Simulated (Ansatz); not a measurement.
We consider BeCdO₂ (model structure, started from the ScAlN2 type, P3m1, No. 156, 4 atoms in the cell), described by PBEsol+SOC (PAW; Ansatz, a first-principles code).

Settings: plane-wave cutoff 520 eV, 12×12×6 k mesh (along the axes of the cell as run), Fermi–Dirac smearing 0.01 eV, PAW data made under PBE.

Cell (relaxed with PBEsol):

```
CELL_PARAMETERS angstrom
      3.03434     0.00000     0.00000
     -1.51717     2.62781     0.00000
      0.00000     0.00000     5.43857
ATOMIC_POSITIONS crystal
  Cd 0.33333 0.66667 0.02816
  O  0.33333 0.66667 0.42063
  Be 0.66667 0.33333 0.51783
  O  0.66667 0.33333 0.80337
```

Problem. What does this level give for the band gap?

Solution. 
* **band gap**: 0.77 eV (direct)

Note: the relaxation could raise the start's symmetry but not lower it, so the cell can be a saddle point.

The computed numbers hold no vibrational or temperature effects.

It cost about 90 core-seconds (a rough figure) of CPU time.

A model structure was made by putting elements into a prototype or built by hand; it is no filed structure, need not be a known phase, and can be a saddle point held by its symmetry.
